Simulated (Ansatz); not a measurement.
The starting structures come from a database of crystals and need not be the phases stable at ambient conditions.

Inside the gap of an insulator the Bloch states are evanescent, with a wavenumber k + iκ along the transport direction.

```xyz
7
Lattice="6.0137 0.0000 0.0000 3.0069 6.6771 0.0000 0.0000 2.7082 5.3694" Properties=species:S:1:pos:R:3 pbc="T T T"
Zn     0.0000     0.0000     0.0000
Ga     3.0069     1.3541     2.6847
Ga     3.0069     5.3696     4.0271
Te     7.4266     7.3304     4.8022
Te     4.5819     2.1279     0.7120
Te     4.6009     5.9118     1.9896
Te     1.4318     3.4004     3.2350
```

Space group of this cell: I-4. The cell is taken as given.

Transport runs along the normal of the first two printed cell vectors, the (101) plane of the conventional cell.

No gap correction and no spin-orbit coupling; mid-gap values are interpolated between computed energies.

**Question.** State the band gap and the smallest decay constant κ at mid-gap according to r2SCAN (Ansatz, a program for electronic structure).

**Answer.** Gap 1.49 eV on a 6×6×6 mesh; κ = 0.111 1/Å, at the zone centre.
